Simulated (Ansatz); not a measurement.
We consider MgO (model structure, started from the CsCl type, Pm-3m, No. 221, 2 atoms in the cell; like a known high-pressure phase), described by PBEsol (plane waves, PAW; Ansatz, an electronic-structure program).

Settings: plane-wave cutoff 520 eV, 14×14×14 k mesh, Fermi–Dirac smearing 0.01 eV, scalar-relativistic PAW data made under PBE.

Computed at the level's own relaxed cell.

```
MgO
1.0
    2.63342     0.00000     0.00000
    0.00000     2.63342     0.00000
    0.00000     0.00000     2.63342
Mg O
1 1
Direct
  0.00000   0.00000   0.00000
  0.50000   0.50000   0.50000
```

**Question.** List the 5 lowest band energies at Γ above −25 eV (eV, relative to the valence band maximum), grouping those that round alike.

**Answer.** At Γ: -18.45, -1.01 (×3), 2.47.

A model structure was made by putting elements into a prototype or built by hand; it is no filed structure, need not be a known phase, and can be a saddle point held by its symmetry.
